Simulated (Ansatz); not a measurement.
## A computed series for hypothetical ReO3 type LaBr3: response to strain

Base system: LaBr3 in the ReO3 type structure (space group Pm-3m, No. 221; a hypothetical phase, not in the database extracts checked).

```
LaBr3
1.0
    5.88538     0.00000     0.00000
    0.00000     5.88538     0.00000
    0.00000     0.00000     5.88538
La Br
1 3
Direct
  0.00000   0.00000   0.00000
  0.50000   0.00000   0.00000
  0.00000   0.00000   0.50000
  0.00000   0.50000   0.00000
```

Cartesian axes are those of the cell as printed.

Strains are applied to the cell and any free atomic positions relax; under biaxial strain the out-of-plane vector relaxes too.

All numbers come from PBE in Ansatz (plane waves to 420 eV, PAW, no SOC).

Candidates:
(a) biaxial strain +0.96 %, plane normal [001], relaxed out of plane
(b) isotropic strain +4.35 %
(c) uniaxial strain ε_xx = −1.44 %

Base values:

| Quantity | Result |
|---|---|
| Band gap | 3.38 eV |

### Question
Order them by band gap, lowest first.

### Answer
(b) isotropic strain +4.35 % (2.73 eV), (a) biaxial strain +0.96 %, plane normal [001], relaxed out of plane (3.27 eV), (c) uniaxial strain ε_xx = −1.44 % (3.43 eV)

Whether these cells are dynamically stable was not tested.

Ansatz is a quantum-chemistry and plane-wave program.
